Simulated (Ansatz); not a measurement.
**Thickness series in WSe2**

Start from WSe2 in the 2H-MoS2 type structure (space group P6_3/mmc, No. 194; a = 3.231 Å, c = 12.411 Å; layered, stacked along the Cartesian z axis).

Free-standing slabs (3 atom(s) a layer) normal to the stacking axis with 15 Å of vacuum; in-plane cell relaxed.

Calculations: PBEsol-D3(BJ) (Ansatz, a program for electronic structure; PAW; 420 eV plane waves; spin-orbit coupling left out).

Notes on the quantities. layer's space group: with vacuum.

```csv
change,layer's space group,smallest direct gap,band gap,shortest interatomic distance
base,–,1.65 eV,0.67 eV,2.511 Å
1 layer,P-6m2 (No. 187),1.81 eV,1.64 eV,2.515 Å
2 layers,P-3m1 (No. 164),1.75 eV,1.10 eV,2.513 Å
3 layers,P-6m2 (No. 187),1.71 eV,0.90 eV,2.512 Å
```

Spin-orbit coupling, missing from the scalar runs, can matter with W. Stability against distortions was not tested.
